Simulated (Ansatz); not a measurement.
Partial pair distribution functions of a relaxed model of amorphous In₉Ga₉Zn₉O₃₇Li₂, broadened by 0.06 Å; density 5.79 g/cm³. Level of theory: PBE, scalar-relativistic without spin-orbit coupling (plane waves to 420 eV, PAW; Ansatz, a first-principles code).

A CHGNet melt-quench gave the starting glass, which DFT then relaxed. O atoms were pushed apart under 1.9 Å during the dynamics, to hinder bonds among them. The hot cell started wider than the set density and was brought back towards it in steps. It is the lowest in DFT energy of 2 quenches. It is a model cell: composition and starting density were chosen by hand, and all elements were melted together. No dispersion term was used. Its density started from a set value of 5.79 and ended at 5.79 g/cm³. Cooling (nominally 210 K/ps over its main leg) ran many orders faster than in experiment, which tends to leave more defects and strain. Values belong to this one cell and scatter from quench to quench. The volume was held where the preparation left it and the shape relaxed, at a PBE pressure of 1.6 GPa. Stress components on the final sampling reach 1.7 GPa.

```csv
r (Å),g In-O,g Ga-O,g In-In,g Ga-Ga
1.60,0.00,0.00,0.00,0.00
1.70,0.00,0.31,0.00,0.00
1.80,0.00,5.18,0.00,0.00
1.90,0.04,9.70,0.00,0.00
2.00,1.57,4.77,0.00,0.00
2.10,7.01,0.93,0.00,0.00
2.20,6.65,0.08,0.00,0.00
2.30,2.68,0.00,0.00,0.00
2.40,1.39,0.00,0.00,0.00
2.50,0.84,0.00,0.00,0.00
2.60,0.37,0.00,0.00,0.00
2.70,0.05,0.07,0.00,0.00
2.80,0.00,0.17,0.00,0.00
2.90,0.04,0.16,0.00,0.24
3.00,0.15,0.12,0.06,1.75
3.10,0.20,0.26,1.31,2.94
3.20,0.43,0.63,3.91,1.70
3.30,0.43,0.68,3.38,1.11
3.40,0.59,0.78,0.68,0.42
3.50,0.74,0.90,1.45,0.24
3.60,0.45,1.60,1.83,0.88
3.70,0.41,1.95,1.58,0.81
3.80,0.68,0.88,2.37,0.46
3.90,0.95,0.78,2.33,0.02
4.00,1.15,0.90,1.79,0.19
4.10,1.57,0.69,1.53,0.69
4.20,1.74,0.94,1.63,0.68
4.30,1.52,1.45,0.67,0.84
```

Within 2.74 Å each In has 5.67 O neighbours on average.
